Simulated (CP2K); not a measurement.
CP2K run on Cd (P6_3/mmc, 4 atoms in the cell): self-consistent single point.

Method: PBE, GPW, DZVP-MOLOPT-SR-GTH basis, GTH-PBE potentials (GTH_POTENTIALS) in CP2K.

The change in words: lattice scaled by 0.98. Reference geometry:
```
Cd
1.0
    3.18870     0.00000     0.00000
   -1.59435     2.76150     0.00000
    0.00000     0.00000    10.25967
Cd
4
Direct
  0.00000   0.00000   0.00000
  0.00000   0.00000   0.50000
  0.33333   0.66667   0.25000
  0.66667   0.33333   0.75000
```

Reference input (self-consistent single point, DFT PBE, GPW, DZVP-MOLOPT-SR-GTH basis, GTH-PBE potentials (GTH_POTENTIALS)): CUTOFF = 500 Ry; REL_CUTOFF = 50 Ry; SMEAR/METHOD = GAUSSIAN; SIGMA = 0.1 eV; KPOINTS/SCHEME = MONKHORST-PACK 8 8 3; GAMMA_CENTERED = T; XC_FUNCTIONAL = PBE; Cd/BASIS_SET = DZVP-MOLOPT-SR-GTH-q12; Cd/POTENTIAL = GTH-PBE-q12; METHOD = GPW; EPS_DEFAULT = 1e-10; NGRIDS = 5. This run's input differs from it in these lines:

```diff
@@ -64,5 +64,5 @@
     &CELL
-      A 3.18870400 0.00000000 0.00000000
-      B -1.59435100 2.76149800 0.00000000
-      C 0.00000000 0.00000000 10.25967500
+      A 3.12493000 0.00000000 0.00000000
+      B -1.56246400 2.70626800 0.00000000
+      C 0.00000000 0.00000000 10.05448200
       PERIODIC XYZ
@@ -71,5 +71,5 @@
       Cd       0.00000000     0.00000000     0.00000000
-      Cd       0.00000000     0.00000000     5.12983750
-      Cd      -0.00000093     1.84099959     2.56491875
-      Cd       1.59435393     0.92049841     7.69475625
+      Cd       0.00000000     0.00000000     5.02724100
+      Cd      -0.00000090     1.80417957     2.51362050
+      Cd       1.56246690     0.90208843     7.54086150
     &END COORD
```

Log, with long lists cut:

```
 SCF WAVEFUNCTION OPTIMIZATION

  Step     Update method      Time    Convergence         Total energy    Change
     1 NoMix/Diag. 0.30E+00      -     0.62939457      -184.6730289178 -1.85E+02
     2 Broy./Diag. 0.30E+00      -     0.03789755      -185.5614195859 -8.88E-01
     3 Broy./Diag. 0.30E+00      -     0.05980089      -184.7610577927  8.00E-01
     4 Broy./Diag. 0.30E+00      -     0.00391440      -184.2784771805  4.83E-01
     5 Broy./Diag. 0.30E+00      -     0.00137928      -184.2667271529  1.18E-02
     6 Broy./Diag. 0.30E+00      -     0.00018321      -184.2721656305 -5.44E-03
   [... 2 lines left out ...]
     9 Broy./Diag. 0.30E+00      -     0.00004091      -184.2739592866  2.83E-04
    10 Broy./Diag. 0.30E+00      -     0.00000056      -184.2738696810  8.96E-05
    11 Broy./Diag. 0.30E+00      -     0.00000175      -184.2738846656 -1.50E-05
    12 Broy./Diag. 0.30E+00      -     0.00000007      -184.2738874090 -2.74E-06
  *** SCF run converged in    12 steps ***

  Overlap energy of the core charge distribution:               0.00000000002576
  Self energy of the core charge distribution:               -295.43018193046152
  Core Hamiltonian energy:                                     96.11719798537257
  Hartree energy:                                              41.57227615681047
  Exchange-correlation energy:                                -26.53289940801070
  Smearing free energy correction:                             -0.00028021275716
  Fermi energy:                                                 0.28754461612214

  Total energy:                                              -184.27388740900537
  Total energy (extrapolated to sigma->0):                   -184.27374730262679

                     Mulliken Population Analysis

   [... lines left out ...]

 STRESS| Analytical stress tensor [bar]
 STRESS|                        x                   y                   z
 STRESS|      x        4.07435869789E+04   2.13652837047E+00   3.41820052150E-04
 STRESS|      y        2.13652837047E+00   4.07461086942E+04  -1.36274129265E-01
 STRESS|      z        3.41820052150E-04  -1.36274129265E-01   4.47584376079E+04
 STRESS| 1/3 Trace                                             4.20827110937E+04
```

The run converged in 12 iterations. Against the reference run the free energy goes up by 19.1 meV/atom, the pressure goes from 0.68 to 4.21 GPa and the largest force hardly changes (0.000 to 0.003 eV/Å).

The starting cell was generated: these elements placed on a structure prototype, without a prior relaxation; it need not be a known phase or ordering of this composition. Its lattice was rescaled by a random factor within 2.5 % of one. For this run, on top of that: lattice scaled by 0.98. Values carry the incompleteness of an atom-centred basis. With a pressure of about 4 GPa the cell is away from its equilibrium volume at this level.

Cost on one core of a shared machine: roughly 90 s.
